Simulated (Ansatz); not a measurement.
Ansatz (an electronic-structure program), DFT, PBE, plane waves, its default PAW files, spin-polarised: bcc Fe, 1 atom, spin-polarised from a ferromagnetic start (3 μB on Fe). Basis and mesh were picked for this test and aren't claimed converged.

Ansatz 0.2 input:
```yaml
crystal:
  lattice:
    - [-1.433, 1.433, 1.433]
    - [1.433, -1.433, 1.433]
    - [1.433, 1.433, -1.433]
  atoms:
    - { symbol: Fe, position: [0.0, 0.0, 0.0], spin: 3.0 }
kpoints:
  mp_grid: { grid: [20, 20, 20] }
hamiltonian:
  xc: pbe
  pseudopotentials: { kind: paw }
scf:
  occupations: { method: fermi_dirac, width: 0.1 }
output:
  forces: true
magnetization:
  spin_polarized: true
```

The program reports k-points after symmetry (for each spin): 256, bands at the start: 14, electrons: 16, plane waves at Γ: 225, cutoff (eV): 420, FFT grid: 18×18×18, symmetry operations: 48.

Machine: one whole node, Arm Neoverse V2, 96 cores on 1 socket, no SMT, 1 L3 cache group; 94 cores' worth of CPU time may be used.

Wall times, medians of two to five repeats, each run alone on the node (launch to exit). Unless noted, each process is bound to its own block of adjacent cores. The build: release build for Arm (Neoverse V2), one process with threads; another build can shift the numbers. Scratch files lie in a memory file system.

Measured:

```tsv
cores	layout	wall time
2	2 threads	2.67 s
4	4 threads	1.54 s
16	16 threads	0.775 s
24	24 threads	0.754 s
32	32 threads	0.742 s
48	48 threads	0.767 s
```

**Question.** Take a serial part s and a parallel part w, T = s + w/p on p cores. What does the fit give for 8 threads and for 64 threads, and what is measured?

**Answer.** A fit of relative deviations gives s = 0.610 s and w = 3.85 core-seconds; it misses the rows shown by at most 11 %.

```tsv
cores	layout	fit	measured	measured against fit
8	8 threads	1.09 s	1.02 s	-7 %
64	64 threads	0.670 s	0.795 s	+19 %
```

Efficiency, counted from 2 cores, stays above one half up to 8 cores and is 43 % at 16. The shortest time, 0.74 s, comes at 32 cores (16, 24, 48, 64: level within 8 % or the scatter of repeats); at 88 the run, laid out as 88 threads, is slower again (0.88 s). What the program resolved moves too: eigensolver slots from 32 to 88. The share that grows most is that of set-up and steps outside the phases: from 22 % of the time on 2 cores to 61 % on 88. The largest part on 88 cores, set-up and steps outside the phases, takes 0.59 s on 2 and 0.53 s there.
